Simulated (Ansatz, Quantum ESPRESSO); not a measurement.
**One structure in several programs: NiGePd (P1, 6 atoms in the cell)**

Self-consistent single point, at a second geometry (atoms moved at random). First geometry:

```
CELL_PARAMETERS angstrom
      3.61740     0.00000     0.00000
      0.00000     3.61740     0.00000
      0.00000     0.00000     6.22999
ATOMIC_POSITIONS crystal
  Ni 0.50000 0.50000 0.00000
  Ni 0.00000 0.00000 0.00000
  Ge 0.50000 0.00000 0.24401
  Ge 0.00000 0.50000 0.75599
  Pd 0.50000 0.00000 0.63975
  Pd 0.00000 0.50000 0.36025
```

Second geometry:
```xyz
6
Lattice="3.6174 0.0000 0.0000 0.0000 3.6174 0.0000 0.0000 0.0000 6.2300" Properties=species:S:1:pos:R:3 pbc="T T T"
Ni     1.7969     1.9133    -0.0201
Ni    -0.0535    -0.0271     0.0680
Ge     1.7990    -0.0216     1.5072
Ge     0.0054     1.7151     4.7534
Pd     1.8157     0.0177     3.9189
Pd     0.0627     1.8286     2.2326
```

Shared settings, as Ansatz (a quantum-chemistry and plane-wave program) writes them: kpoints.mp_grid.grid = 7 7 5; scf.occupations.method = gaussian; scf.occupations.width = 0.136 eV. Potentials and cutoffs stand in the table.

```csv
code,model,ΔF from the first geometry (meV/atom),pressure (GPa),largest force (eV/Å),cutoff
Quantum ESPRESSO,"PBEsol, PSlibrary ultrasoft (PBE) pseudopotentials",36.0,-0.36,1.416,50 Ry
Ansatz,"PBEsol, PAW files made with PBE",32.5,-2.40,1.345,420 eV
```

Size of the force on each atom (eV/Å): Sizes of forces hide their directions.

```tsv
code	Ni1	Ni2	Ge3	Ge4	Pd5	Pd6
Quantum ESPRESSO	1.416	0.866	0.996	1.028	0.683	0.443
Ansatz	1.345	0.822	0.873	0.904	0.582	0.421
```

On Ansatz's run: spin polarisation is off.

The spread over the programs that give each value: ΔF from the first geometry within 3.5 meV/atom; pressure within 2.04 GPa; largest force within 0.071 eV/Å.

Ansatz's pressure is given at a fixed set of plane waves, as the other plane-wave codes print theirs; with its correction for the finite basis it is -2.33 GPa.

The starting cell comes from a database of computed structures (which also holds hypothetical and non-ambient phases and stackings), without a prior relaxation at this level. Its lattice was rescaled by a random factor within 2.5 % of one. For this run, on top of that: atoms moved at random.

Keys are those of Ansatz 0.2.
